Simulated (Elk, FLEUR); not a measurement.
A FLEUR input for a self-consistent single point of TiAl₃ (I4/mmm, 4 atoms in the cell) (DFT, PBE, all-electron FLAPW (FLEUR), scalar-relativistic valence):

Input of the input generator:

```
TiAl3 FLAPW
&input film=f /
-3.6847769704 3.6847769704 8.2535073507
3.6847769704 -3.6847769704 8.2535073507
3.6847769704 3.6847769704 -8.2535073507
1.0
1.0 1.0 1.0

4
22 0.0000000000 0.0000000000 0.0000000000
13 0.5000000000 0.5000000000 0.0000000000
13 0.7500000000 0.2500000000 0.5000000000
13 0.2500000000 0.7500000000 0.5000000000

&comp jspins=1 /
&kpt div1=8 div2=8 div3=8 gamma=t /
&end /
```

```xml
<?xml version="1.0" encoding="UTF-8" standalone="no"?>
<fleurInput fleurInputVersion="0.39">
   <comment>
      TiAl3 FLAPW                                                                                         
   </comment>
   <calculationSetup>
      <cutoffs Kmax="4.3" Gmax="17.2" GmaxXC="17.2" numbands="0"/>
      <scfLoop itmax="80" minDistance="0.00001" maxIterBroyd="99" imix="Anderson" alpha="0.05" precondParam="0.0" spinf="2.0"/>
      <coreElectrons ctail="T" frcor="F" kcrel="0" coretail_lmax="0"/>
      <xcFunctional name="pbe" relativisticCorrections="F"/>
      <magnetism jspins="1"/>
      <soc l_soc="F" theta="0.0" phi="0.0" spav="F"/>
      <expertModes spex="0" secvar="F"/>
      <geometryOptimization l_f="T" forcealpha="1.0" forcemix="BFGS" epsdisp="0.00001" epsforce="0.00001"/>
      <ldaU l_linMix="F" mixParam="0.05" spinf="1.0"/>
   </calculationSetup>
   <cell>
      <bzIntegration valenceElectrons="21.0" mode="hist" fermiSmearingEnergy="0.00367493">
         <kPointListSelection listName="default-1"/>
         <!-- k-points included here -->
         <xi:include xmlns:xi="http://www.w3.org/2001/XInclude" href="kpts.xml"> </xi:include>
      </bzIntegration>
      <!-- symmetry operations included here -->
      <xi:include xmlns:xi="http://www.w3.org/2001/XInclude" href="sym.xml"> </xi:include>
      <bulkLattice scale="1.0">
         <bravaisMatrix>
            <row-1>   -3.6847769704000002     3.6847769704000002     8.2535073506999996</row-1>
            <row-2>    3.6847769704000002    -3.6847769704000002     8.2535073506999996</row-2>
            <row-3>    3.6847769704000002     3.6847769704000002    -8.2535073506999996</row-3>
         </bravaisMatrix>
      </bulkLattice>
   </cell>
   <atomSpecies>
      <species name="Titanium (Ti)" element="Ti" atomicNumber="22">
         <mtSphere radius="2.63" gridPoints="925" logIncrement="0.013"/>
         <atomicCutoffs lmax="10" lnonsphr="8"/>
         <electronConfig flipSpins="F">
            <coreConfig>(1s1/2) (2s1/2) (2p1/2) (2p3/2)</coreConfig>
            <valenceConfig>(3s1/2) (3p1/2) (3p3/2) (4s1/2) (3d3/2) (3d5/2)</valenceConfig>
            <stateOccupation state="(3d3/2)" spinUp="0.4" spinDown="0.4"/>
            <stateOccupation state="(3d5/2)" spinUp="0.6" spinDown="0.6"/>
         </electronConfig>
         <energyParameters s="4" p="4" d="3" f="4"/>
         <lo type="SCLO" l="0" n="3" eDeriv="0"/>
         <lo type="SCLO" l="1" n="3" eDeriv="0"/>
      </species>
      <species name="Aluminum (Al)" element="Al" atomicNumber="13">
         <mtSphere radius="1.88" gridPoints="665" logIncrement="0.017"/>
         <atomicCutoffs lmax="8" lnonsphr="6"/>
         <electronConfig flipSpins="F">
            <coreConfig>(1s1/2) (2s1/2) (2p1/2) (2p3/2)</coreConfig>
            <valenceConfig>(3s1/2) (3p1/2) (3p3/2)</valenceConfig>
            <stateOccupation state="(3p1/2)" spinUp="0.1666666666667" spinDown="0.1666666666667"/>
            <stateOccupation state="(3p3/2)" spinUp="0.3333333333333" spinDown="0.3333333333333"/>
         </electronConfig>
         <energyParameters s="3" p="3" d="3" f="4"/>
      </species>
   </atomSpecies>
   <atomGroups>
      <atomGroup species="Titanium (Ti)">
         <relPos label="                   1">.0000000000 .0000000000 .0000000000</relPos>
         <force calculate="T" relaxXYZ="TTT"/>
      </atomGroup>
      <atomGroup species="Aluminum (Al)">
         <relPos label="                   2">1.000/2.000 1.000/2.000 .0000000000</relPos>
         <force calculate="T" relaxXYZ="TTT"/>
      </atomGroup>
      <atomGroup species="Aluminum (Al)">
         <relPos label="                   3">-1.000/4.000 1.000/4.000 1.000/2.000</relPos>
         <relPos label="                   4">1.000/4.000 -1.000/4.000 1.000/2.000</relPos>
         <force calculate="T" relaxXYZ="TTT"/>
      </atomGroup>
   </atomGroups>
   <output dos="F" band="F" slice="F">
      <checks vchk="F" cdinf="F"/>
      <bandDOS minEnergy="-.5*Htr" maxEnergy="0.5*Htr" sigma="0.015" storeEVData="T"/>
      <vacuumDOS vacdos="F" integ="F" star="F" nstars="0" locx1="0.0" locy1="0.0" locx2="0.0" locy2="0.0" nstm="0" tworkf="0.0"/>
      <unfoldingBand unfoldBand="F" supercellX="1" supercellY="1" supercellZ="1"/>
      <plotting iplot="0" polar="F">
         <plot TwoD="T" vec1="  1.0  0.0  0.0" vec2="  0.0  1.0  0.0" vec3="  0.0  0.0  1.0" zero="  0.0  0.0  0.0" file="plot"/>
      </plotting>
      <chargeDensitySlicing numkpt="0" minEigenval="0.0" maxEigenval="0.0" nnne="0" pallst="F"/>
      <specialOutput eonly="F"/>
      <magneticCircularDichroism mcd="F" energyLo="-10.0" energyUp="0.0"/>
   </output>
  <!-- We include the file relax.xml here to enable relaxations (see documentation) -->
  <xi:include xmlns:xi="http://www.w3.org/2001/XInclude" href="relax.xml"> <xi:fallback/> </xi:include>
</fleurInput>
```

Q: Give the Elk input for the same structure, mesh, smearing and functional.

A: One input that does it (others would too):

```
tasks
  0

xctype
  20

rgkmax
  7.5

gmaxvr
  16.0

nxlo
  2

lorbcnd
  .true.

lmaxi
  3

stype
  3

swidth
  0.00367493

avec
   -3.6847769704    3.6847769704    8.2535073507
    3.6847769704   -3.6847769704    8.2535073507
    3.6847769704    3.6847769704   -8.2535073507

atoms
  2   : nspecies
  'Ti.in'   : spfname
  1   : natoms; atposl, bfcmt below
  0.0000000000  0.0000000000  0.0000000000    0.0 0.0 0.0
  'Al.in'   : spfname
  3   : natoms; atposl, bfcmt below
  0.5000000000  0.5000000000  0.0000000000    0.0 0.0 0.0
  0.7500000000  0.2500000000  0.5000000000    0.0 0.0 0.0
  0.2500000000  0.7500000000  0.5000000000    0.0 0.0 0.0

ngridk
  8 8 8
```

Basis settings and potentials, where a program has them, do not carry over. This input uses DFT, PBE, all-electron FP-LAPW, Elk's shipped species files, APW+lo basis with extra local orbitals.

The starting cell comes from a database of computed structures (which also holds hypothetical and non-ambient phases and stackings), without a prior relaxation at this level. Its lattice was rescaled by a random factor within 2.5 % of one.
